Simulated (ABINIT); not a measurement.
Worked example: self-consistent single point of Al (Fm-3m, 1 atom in the cell) in ABINIT.

Computed with PBEsol, norm-conserving pseudopotentials (PseudoDojo nc-sr-04 PBEsol standard) (plane waves; ABINIT).

The change in words: lattice scaled by 0.98; ecut: 544 eV → 1306 eV. Reference geometry:
```
CELL_PARAMETERS angstrom
      0.00000     2.03107     2.03107
      2.03107     0.00000     2.03107
      2.03107     2.03107     0.00000
ATOMIC_POSITIONS crystal
  Al 0.00000 0.00000 0.00000
```

Reference input (self-consistent single point, DFT, PBEsol, plane waves, norm-conserving pseudopotentials (PseudoDojo nc-sr-04 PBEsol standard)): pseudos = [Al.upf]; ecut = 544 eV; ixc = -116133; occopt = 7; tsmear = 0.1 eV; ngkpt = 12 12 12; nshiftk = 1; shiftk = 0 0 0; potentials = PseudoDojo nc-sr-04 PBEsol standard; nband = 7; kptopt = 1; nstep = 100. This run's input differs from it in these lines:

```diff
@@ -5,5 +5,5 @@
 rprim
-        -0.0000000000    3.8381754886    3.8381754886
-         3.8381754886   -0.0000000000    3.8381754886
-         3.8381754886    3.8381754886   -0.0000000000
+         0.0000000000    3.7614110339    3.7614110339
+         3.7614110339    0.0000000000    3.7614110339
+         3.7614110339    3.7614110339    0.0000000000
 natom 1
@@ -13,3 +13,3 @@
 xred    0.0000000000    0.0000000000    0.0000000000
-ecut 544 eV
+ecut 1306 eV
 ixc -116133
```

Output (repeated stretches shortened):

```
--- !BeginCycle
solver: {iscf: 7, nstep: 100, nline: 4, wfoptalg: 0, }
tolerances: {tolvrs: 1.00E-10, }
...

     iter   Etot(hartree)      deltaE(h)  residm     vres2
 ETOT  1  -2.3150090930464    -2.315E+00 4.924E-02 2.975E+00
 ETOT  2  -2.3203029163110    -5.294E-03 3.241E-02 1.963E-01
 ETOT  3  -2.3203088584647    -5.942E-06 2.197E-03 6.244E-04
 ETOT  4  -2.3203088644889    -6.024E-09 9.936E-04 2.654E-05
 ETOT  5  -2.3203088651466    -6.577E-10 6.993E-04 5.162E-07
 ETOT  6  -2.3203088651578    -1.112E-11 9.758E-04 1.400E-09
 ETOT  7  -2.3203088651578    -3.197E-14 7.597E-04 5.710E-13
 At SCF step    7       vres2   =  5.71E-13 < tolvrs=  1.00E-10 =>converged.

 Cartesian components of stress tensor (hartree/bohr^3)
  sigma(1 1)= -8.08420596E-05  sigma(3 2)=  0.00000000E+00
  sigma(2 2)= -8.08420596E-05  sigma(3 1)=  0.00000000E+00
  sigma(3 3)= -8.08420596E-05  sigma(2 1)=  0.00000000E+00

 ----iterations are completed or convergence reached----

 reduced coordinates (array xred) for    1 atoms
       0.000000000000      0.000000000000      0.000000000000
 cartesian forces (eV/Angstrom) at end:
    1     -0.00000000000000    -0.00000000000000    -0.00000000000000
 frms,max,avg= 0.0000000E+00 0.0000000E+00   0.000E+00  0.000E+00  0.000E+00 e/A
 length scales=  1.000000000000  1.000000000000  1.000000000000 bohr
              =  0.529177208590  0.529177208590  0.529177208590 angstroms
   [... lines left out ...]
 Fermi (or HOMO) energy (hartree) =   0.29538   Average Vxc (hartree)=  -0.37024
 Fermi (or HOMO) energy (eV) =   8.03763   Average Vxc (eV)= -10.07488
   [... lines left out ...]
total_energy        : -2.32030886515779E+00
total_energy_eV     : -6.31388152035695E+01
band_energy         :  3.98888215780188E-01
...

-Cartesian components of stress tensor (GPa)         [Pressure=  2.3785E+00 GPa]
- sigma(1 1)= -2.37845511E+00  sigma(3 2)=  0.00000000E+00
- sigma(2 2)= -2.37845511E+00  sigma(3 1)=  0.00000000E+00
- sigma(3 3)= -2.37845511E+00  sigma(2 1)=  0.00000000E+00

 Calculation completed.
```

The run converged in 7 iterations. Against the reference run the free energy drops by 2.1 meV/atom and the pressure goes from -2.65 to 2.38 GPa.

The starting cell has typed, rounded lattice constants, without a prior relaxation at this level. Its lattice was rescaled by up to half a per cent. For this run, on top of that: lattice scaled by 0.98.
